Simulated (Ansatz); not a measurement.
Consider the following.

```
TlBr
1.0
    3.82033     0.00000     0.00000
    0.00000     3.82033     0.00000
    0.00000     0.00000     3.82033
Tl Br
1 1
Direct
  0.00000   0.00000   0.00000
  0.50000   0.50000   0.50000
```

No spin polarisation.

Calculations: Ansatz (an electronic-structure program), LDA, PAW, cutoff 420 eV, without spin-orbit coupling. k-mesh 9×9×9 (Γ-centred); smearing 0.05 eV (Fermi–Dirac).

### Question
Predict the band gap, gap character and pressure.

### Answer
```json
{
 "band_gap": "1.32 eV",
 "gap_character": "direct at X",
 "pressure": "0.52 GPa"
}
```

With Tl present, leaving out spin-orbit coupling can change the band edges. The cells carry an imposed strain or load. Stability against distortions was not tested. The cell was made from TlBr in the CsCl type structure (space group Pm-3m, No. 221) by this change: isotropic strain −0.50 %.
